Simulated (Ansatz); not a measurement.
## BaTiO3: pressure series

Start from BaTiO₃ (space group P4mm, No. 99; a = 3.973 Å, c = 4.112 Å).

Cell and atoms are relaxed at each pressure.

Method: plane-wave PAW DFT at the r2SCAN level (Ansatz, a first-principles code, 500 eV), no spin-orbit coupling, earlier PAW set.

Candidates:
(a) pressure 15 GPa
(b) pressure 30 GPa
(c) pressure 7 GPa
(d) pressure 3 GPa
(e) pressure −1 GPa

For the base:

| Quantity | Result |
|---|---|
| Band gap | 2.23 eV |

Order them by band gap, highest first.

(b) pressure 30 GPa (2.41 eV), (a) pressure 15 GPa (2.36 eV), (c) pressure 7 GPa (2.29 eV), (d) pressure 3 GPa (2.26 eV), (e) pressure −1 GPa (2.23 eV)

Load acts through the strain it causes; cell and atoms are relaxed under it. Stability against distortions was not tested. Competing high-pressure phases were not computed. All final runs are without spin polarisation. Along this pressure series the structure jumps between pressure 7 GPa and pressure 15 GPa; cells beyond that are another form of it.
